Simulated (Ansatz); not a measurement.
Structures of equal composition on the (100) surface of rock-salt TiC: a layer of Ta, one atom over each C; a layer of Ta, one atom over each Ti. The slabs share one bottom face, and each structure is named by its start. These are constructed structures in small cells; real faces may alloy, dewet or reconstruct in larger ones, and not all known structures of the face are among them. Slabs of about 13 Å, Fermi-Dirac smearing of 0.1 eV. Bottom of the slabs: a bare face, its two planes held. Relaxed from the named starts with such symmetry as they have, on meshes of like density; energies extrapolated to zero smearing; spin only where a row says so; no spin-orbit coupling, no U. Brackets mark spin-polarised runs, whose order is one that fits the cell.

The numbers are results of PBE (plane waves to 420 eV, PAW; Ansatz, an electronic-structure program), not measurements.

Task: Put the candidates in order of energy per 1x1 cell, lowest first, for PBE.

Result: a layer of Ta, one atom over each C (0.000 eV), a layer of Ta, one atom over each Ti (2.587 eV)
